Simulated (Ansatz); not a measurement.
## Migration barriers: interstitial O in corundum, neutral cell

Defect migration in corundum: interstitial O, neutral cell. Method: PBE, PAW (plane waves to 420 eV; Ansatz, a quantum-chemistry and plane-wave program).

Settings: 270 host sites, the relaxed PBE lattice, the Γ point alone, smearing 0.01 eV, spin-restricted, no image-charge correction. No zero-point or tunnelling terms. The charge state is imposed; whether it is stable for some Fermi level was not computed. Sites that were not tried may lie lower.

Barriers: single points on a 2×2×2 k-point mesh shifted by half a step along c at the bands' geometries.

```tsv
Route	Start site over the lowest site run (eV)	Hop (Å)	Forward barrier (eV)	Backward barrier (eV)	Neighbours at the start	Neighbours at the saddle	Saddle order	Forward, on the band's own sampling (eV)
a concerted move, in which O travels most	0.00	1.42	0.77	0.77	2 Al at 1.85, Al at 1.99; O at 1.44, O at 2.15 Å	2 Al at 1.79; 2 O at 1.76 Å	first order	0.77
```

Paths come from CI-NEB runs.  

The whole set of runs took around 7 core-hours (rough).
